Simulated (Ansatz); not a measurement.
Take LiC (space group Immm, No. 71) as the base.

```
CELL_PARAMETERS angstrom
     -1.78656     2.40250     2.65229
      1.78656    -2.40250     2.65229
      1.78656     2.40250    -2.65229
ATOMIC_POSITIONS crystal
  Li 0.73857 0.23857 0.50000
  Li 0.26143 0.76143 0.50000
  C  0.86921 0.00000 0.86921
  C  0.13079 0.00000 0.13079
```

The values are results of DFT with PBEsol, PAW potentials and a 420 eV plane-wave cutoff in Ansatz (an electronic-structure program), no spin-orbit coupling, not measurements.

One change was made to it. Results:

| quantity | base | after |
|---|---|---|
| band gap | 3.16 eV | 2.81 eV |
| width of the top valence band | 0.90 eV | 1.04 eV |
| density | 1.38 g/cm³ | 1.62 g/cm³ |

**Question.** Which of these changes matches the shifts?
(A) pressure 1.8 GPa
(B) pressure 45 GPa
(C) pressure 9 GPa
(D) pressure −2 GPa
(E) pressure 30 GPa

**Answer.** C, pressure 9 GPa. For comparison, the band gap in the other runs: pressure 30 GPa gives 2.03 eV; pressure 45 GPa gives 1.54 eV; pressure −2 GPa gives 3.27 eV; pressure 1.8 GPa gives 3.08 eV.

Load acts through the strain it causes; cell and atoms are relaxed under it. No phonon test of stability was made. Competing high-pressure phases were not computed.
